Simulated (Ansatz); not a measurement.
System: L1₀ (CuAu-type) FePt. Method: PBE-D3(BJ) in Ansatz (plane waves, PAW).

Settings: plane-wave cutoff 520 eV, 24×24×18 k mesh (along the axes of the cell as run), Fermi–Dirac smearing 0.054 eV (set by the program), spin-polarised with parallel moments, scalar-relativistic PAW data made under PBE.

Computed at the level's own relaxed cell.

Q: Estimate the Voigt–Reuss–Hill bulk modulus, elastic constant C13, Young modulus, elastic constant C33 and elastic constant C44 that the calculation returns.

A: 
* **Voigt–Reuss–Hill bulk modulus**: 221 GPa
* **elastic constant C13**: 166 GPa
* **Young modulus**: 274 GPa
* **elastic constant C33**: 332 GPa
* **elastic constant C44**: 126 GPa

Note: the dispersion coefficients are held fixed in the derivatives.

Elastic constants are with the ions relaxed.

Spin–orbit coupling is not included.

Ansatz is a first-principles code.
